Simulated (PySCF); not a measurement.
PySCF 2.14.0, PBE0/def2-svp, df: W(NMe)2(NH2)(OSiH3) (C[N]=[W]([NH2])(=[N]C)[O][SiH3]), 19 atoms. The geometry is a generated start, not checked to be a minimum at this level.

| Property | Value |
|---|---|
| task | energy |
| method | pbe0 |
| basis | def2-svp |
| two-electron scheme | density fitting |
| mol.max_memory | 3000 MB |
| mf.max_cycle | 100 |
| mf.init_guess | minao (default) |
| mf.DIIS | CDIIS (default) |
| mf.diis_space | 8 (default) |
| mf.conv_tol | 1e-09 (default) |
| mf.grids.level | 3 (default) |
| effective core potentials | those of the basis set, past Kr |
| basis functions | 189 |
| grid points | 235400 |

```xyz
19

W     -0.2739     0.4604     0.0874
N     -0.6132    -0.6393     1.4623
C     -1.0044    -1.7441     2.2705
H     -0.6640    -2.6927     1.8324
H     -0.5858    -1.6669     3.2830
H     -2.0983    -1.7843     2.3605
N     -0.5504    -0.3139    -1.5053
C     -0.8745    -1.2168    -2.5570
H     -0.5520    -2.2378    -2.3105
H     -1.9590    -1.2342    -2.7307
H     -0.3872    -0.9232    -3.4966
N     -1.6410     1.9354     0.2229
H     -2.1504     2.1914     1.0752
H     -2.1313     2.3707    -0.5664
O      1.5838     1.1270     0.1898
Si     3.1407     1.5025     0.1111
H      3.6106     1.3072    -1.2710
H      3.8822     0.6389     1.0460
H      3.2679     2.9199     0.4965
```

Charge 0 and multiplicity 1 are set for this test and not shown to be the ground state.

One run each on 2 threads, 1 BLAS thread. Values of level_shift (Hartree) tried: 0 (default), 0.1, 0.3, 1.

Question: Which value of level_shift (Hartree) needs the fewest Fock builds, and what happens away from it?

Answer: Fewest Fock builds, within one of each other: 0 (default) with 15, 0.1 with 15. The count rises to 38 at 1. All converge to one solution.

| level_shift (Hartree) | Fock builds | end |
|---|---|---|
| 0 (default) | 15 | same solution |
| 0.1 | 15 | same solution |
| 0.3 | 18 | same solution |
| 1 | 38 | same solution |
